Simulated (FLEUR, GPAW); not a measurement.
A GPAW input for a self-consistent single point of Ta (Im-3m, 1 atom in the cell) (DFT PBEsol, plane waves, GPAW PAW datasets PBEsol (made by gpaw-setup)):

```python
from ase import Atoms
from ase.units import GPa
from gpaw import GPAW

atoms = Atoms(['Ta'],
              cell=[[-1.650000, 1.650000, 1.650000],
                    [1.650000, -1.650000, 1.650000],
                    [1.650000, 1.650000, -1.650000]],
              positions=[[0.000000, 0.000000, 0.000000]],
              pbc=True)

calc = GPAW(mode={'name': 'pw', 'ecut': 600},
            xc='PBEsol',
            kpts={'size': (14, 14, 14), 'gamma': True},
            occupations={'name': 'fermi-dirac', 'width': 0.05},
            nbands=-7,
            convergence={'density': 1e-05, 'energy': 1e-05},
            symmetry={'symmorphic': False, 'tolerance': 0.0005},
            maxiter=120,
            txt='-')

atoms.calc = calc

energy = atoms.get_potential_energy()
print('Energy (eV):', round(energy, 6))
forces = atoms.get_forces()
print('Forces (eV/Ang):')
print(forces.round(5))
stress = atoms.get_stress()
print('Stress (GPa, Voigt):', (stress / GPa).round(4))
```

### Question
Write the same calculation as an input for FLEUR.

### Answer
This is the input that was run; spellings and numerical settings could be chosen otherwise.

Input of the input generator:

```
scf Ta
&input film=f /
-0.5773502692 0.5773502692 0.5773502692
0.5773502692 -0.5773502692 0.5773502692
0.5773502692 0.5773502692 -0.5773502692
5.4006177394
1.0 1.0 1.0

1
73 0.0000000000 0.0000000000 0.0000000000

&comp jspins=1 /
&exco xctyp='PBEs' /
&kpt div1=14 div2=14 div3=14 gamma=t /
&end /
```

```xml
<?xml version="1.0" encoding="UTF-8" standalone="no"?>
<fleurInput fleurInputVersion="0.39">
   <comment>
      scf Ta                                                                                              
   </comment>
   <calculationSetup>
      <cutoffs Kmax="4.0" Gmax="16.0" GmaxXC="16.0" numbands="0"/>
      <scfLoop itmax="60" minDistance="0.00001" maxIterBroyd="15" imix="Anderson" alpha="0.05" precondParam="0.0" spinf="2.0"/>
      <coreElectrons ctail="T" frcor="F" kcrel="0" coretail_lmax="0"/>
      <xcFunctional name="PBEs" relativisticCorrections="F"/>
      <magnetism jspins="1"/>
      <soc l_soc="F" theta="0.0" phi="0.0" spav="F"/>
      <expertModes spex="0" secvar="F"/>
      <geometryOptimization l_f="T" forcealpha="1.0" forcemix="BFGS" epsdisp="0.00001" epsforce="0.00001"/>
      <ldaU l_linMix="F" mixParam="0.05" spinf="1.0"/>
   </calculationSetup>
   <cell>
      <bzIntegration valenceElectrons="27.0" mode="hist" fermiSmearingEnergy="0.00183747">
         <kPointListSelection listName="default-1"/>
         <!-- k-points included here -->
         <xi:include xmlns:xi="http://www.w3.org/2001/XInclude" href="kpts.xml"> </xi:include>
      </bzIntegration>
      <!-- symmetry operations included here -->
      <xi:include xmlns:xi="http://www.w3.org/2001/XInclude" href="sym.xml"> </xi:include>
      <bulkLattice scale="1.0">
         <bravaisMatrix>
            <row-1>   -3.1180481056888856     3.1180481056888856     3.1180481056888856</row-1>
            <row-2>    3.1180481056888856    -3.1180481056888856     3.1180481056888856</row-2>
            <row-3>    3.1180481056888856     3.1180481056888856    -3.1180481056888856</row-3>
         </bravaisMatrix>
      </bulkLattice>
   </cell>
   <atomSpecies>
      <species name="Tantalum (Ta)" element="Ta" atomicNumber="73">
         <mtSphere radius="2.52" gridPoints="869" logIncrement="0.015"/>
         <atomicCutoffs lmax="10" lnonsphr="8"/>
         <electronConfig flipSpins="F">
            <coreConfig>(1s1/2) (2s1/2) (2p1/2) (2p3/2) (3s1/2) (3p1/2) (3p3/2) (4s1/2) (3d3/2) (3d5/2) (4p1/2) (4p3/2) (4d3/2) (4d5/2)</coreConfig>
            <valenceConfig>(5s1/2) (5p1/2) (5p3/2) (6s1/2) (4f5/2) (4f7/2) (5d3/2) (5d5/2)</valenceConfig>
            <stateOccupation state="(5d3/2)" spinUp="0.6" spinDown="0.6"/>
            <stateOccupation state="(5d5/2)" spinUp="0.9" spinDown="0.9"/>
         </electronConfig>
         <energyParameters s="6" p="6" d="5" f="5"/>
         <lo type="SCLO" l="0" n="5" eDeriv="0"/>
         <lo type="SCLO" l="1" n="5" eDeriv="0"/>
         <lo type="SCLO" l="3" n="4" eDeriv="0"/>
      </species>
   </atomSpecies>
   <atomGroups>
      <atomGroup species="Tantalum (Ta)">
         <relPos label="                   1">.0000000000 .0000000000 .0000000000</relPos>
         <force calculate="T" relaxXYZ="TTT"/>
      </atomGroup>
   </atomGroups>
   <output dos="F" band="F" slice="F">
      <checks vchk="F" cdinf="F"/>
      <bandDOS minEnergy="-.5*Htr" maxEnergy="0.5*Htr" sigma="0.015" storeEVData="T"/>
      <vacuumDOS vacdos="F" integ="F" star="F" nstars="0" locx1="0.0" locy1="0.0" locx2="0.0" locy2="0.0" nstm="0" tworkf="0.0"/>
      <unfoldingBand unfoldBand="F" supercellX="1" supercellY="1" supercellZ="1"/>
      <plotting iplot="0" polar="F">
         <plot TwoD="T" vec1="  1.0  0.0  0.0" vec2="  0.0  1.0  0.0" vec3="  0.0  0.0  1.0" zero="  0.0  0.0  0.0" file="plot"/>
      </plotting>
      <chargeDensitySlicing numkpt="0" minEigenval="0.0" maxEigenval="0.0" nnne="0" pallst="F"/>
      <specialOutput eonly="F"/>
      <magneticCircularDichroism mcd="F" energyLo="-10.0" energyUp="0.0"/>
   </output>
  <!-- We include the file relax.xml here to enable relaxations (see documentation) -->
  <xi:include xmlns:xi="http://www.w3.org/2001/XInclude" href="relax.xml"> <xi:fallback/> </xi:include>
</fleurInput>
```

Basis settings and potentials, where a program has them, do not carry over. This input uses DFT, PBEsol, all-electron FLAPW (FLEUR), scalar-relativistic valence.

The starting cell has typed, rounded lattice constants, without a prior relaxation at this level.
